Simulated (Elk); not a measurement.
Band structure of HgPt₃ (Pm-3m, 4 atoms in the cell).

```xyz
4
Lattice="3.9830 0.0000 0.0000 0.0000 3.9830 0.0000 0.0000 0.0000 3.9830" Properties=species:S:1:pos:R:3 pbc="T T T"
Hg     0.0000     0.0000     0.0000
Pt     0.0000     1.9915     1.9915
Pt     1.9915     0.0000     1.9915
Pt     1.9915     1.9915     0.0000
```

Method of the run: LDA (PW92), all-electron FP-LAPW, Elk's shipped species files, default APW+lo basis in Elk.

Settings: swidth = 0.00499791 Ha; ngridk = 7 7 7; rmtscf = 0.89; maxscl = 100.

The starting cell comes from a database of computed structures (which also holds hypothetical and non-ambient phases and stackings), without a prior relaxation at this level. Its lattice was rescaled by a random factor within 2.5 % of one. Spin-orbit coupling is off. Spin polarisation is off. Values depend on the basis (sphere radii, cutoffs, local orbitals), which need not be converged.

Levels in eV from the Fermi level, bands 51 to 58:
```
point     51     52     53     54    55    56    57    58
-----  -----  -----  -----  -----  ----  ----  ----  ----
Γ       0.08   0.55   0.55   0.55  1.11  1.11  1.11  6.22
X      -1.98  -1.85  -1.35  -0.68  0.55  4.83  6.63  7.04
M      -2.30  -1.52  -1.51  -0.26  0.32  1.70  1.70  8.45
R      -1.18  -1.01  -1.01  -0.35  0.12  0.12  0.12  3.64
```

Bands cross the Fermi level along this path, so the cell is metallic at this level.
